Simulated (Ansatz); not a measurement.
Defect: Zn vacancy in wurtzite ZnO, charge state -2. Level of theory: PBE, PAW (plane waves to 420 eV; Ansatz, a first-principles code).

Settings: 72 host sites, the relaxed PBE lattice, one k-point at (0.125, 0.250, 0.250), smearing 0.01 eV, spin-restricted, no image-charge correction. No zero-point or tunnelling terms. The charge state is imposed; whether it is stable for some Fermi level was not computed. Forms of the defect that were not tried may lie lower.

Barriers: single points on a 2×2×2 k-point mesh shifted by half a step along c at the bands' geometries.

The step: one Zn atom jumps into the vacancy from a nearby Zn site. Atoms about the jump, Cartesian Å from the middle of the jump, before and after:

```json
[
 {"atom": "Zn1", "x0": "0.79", "y0": "0.46", "z0": "-1.28", "x1": "-0.79", "y1": "-0.46", "z1": "1.28"},
 {"atom": "O2", "x0": "0.97", "y0": "0.55", "z0": "0.62", "x1": "0.84", "y1": "0.47", "z1": "0.99"},
 {"atom": "O3", "x0": "-0.81", "y0": "-0.46", "z0": "-2.05", "x1": "-0.94", "y1": "-0.54", "z1": "-2.03"},
 {"atom": "O4", "x0": "-0.80", "y0": "-2.52", "z0": "0.62", "x1": "-0.81", "y1": "-2.37", "z1": "0.69"},
 {"atom": "O5", "x0": "-2.57", "y0": "0.55", "z0": "0.62", "x1": "-2.46", "y1": "0.48", "z1": "0.69"},
 {"atom": "Zn6", "x0": "-0.81", "y0": "-2.31", "z0": "-1.28", "x1": "-0.79", "y1": "-2.31", "z1": "-1.33"},
 {"atom": "Zn7", "x0": "-2.41", "y0": "0.46", "z0": "-1.29", "x1": "-2.40", "y1": "0.47", "z1": "-1.34"},
 {"atom": "O8", "x0": "2.48", "y0": "-0.48", "z0": "-1.97", "x1": "2.60", "y1": "-0.54", "z1": "-2.03"},
 {"atom": "O9", "x0": "0.83", "y0": "2.39", "z0": "-1.97", "x1": "0.83", "y1": "2.53", "z1": "-2.03"},
 {"atom": "Zn10", "x0": "2.43", "y0": "-0.46", "z0": "1.31", "x1": "2.47", "y1": "-0.46", "z1": "1.28"},
 {"atom": "Zn11", "x0": "0.82", "y0": "2.32", "z0": "1.31", "x1": "0.83", "y1": "2.35", "z1": "1.28"},
 {"atom": "Zn12", "x0": "2.46", "y0": "-2.35", "z0": "-1.30", "x1": "2.45", "y1": "-2.30", "z1": "-1.34"},
 {"atom": "Zn13", "x0": "-0.81", "y0": "3.31", "z0": "-1.31", "x1": "-0.78", "y1": "3.29", "z1": "-1.34"}
]
```

Question: Give the saddle-point geometry and the barrier.

Answer: 
| atom | x | y | z |
|---|---|---|---|
| Zn1 | -0.06 | -0.04 | -0.42 |
| O2 | 1.00 | 0.58 | 0.90 |
| O3 | -0.98 | -0.57 | -1.97 |
| O4 | -0.72 | -2.36 | 0.54 |
| O5 | -2.40 | 0.55 | 0.55 |
| Zn6 | -0.87 | -2.52 | -1.40 |
| Zn7 | -2.62 | 0.51 | -1.40 |
| O8 | 2.46 | -0.53 | -1.96 |
| O9 | 0.77 | 2.40 | -1.95 |
| Zn10 | 2.56 | -0.47 | 1.34 |
| Zn11 | 0.88 | 2.45 | 1.34 |
| Zn12 | 2.44 | -2.35 | -1.32 |
| Zn13 | -0.82 | 3.29 | -1.33 |
It lies 0.88 eV above the start and 0.88 eV above the end. The program found a first-order saddle point.
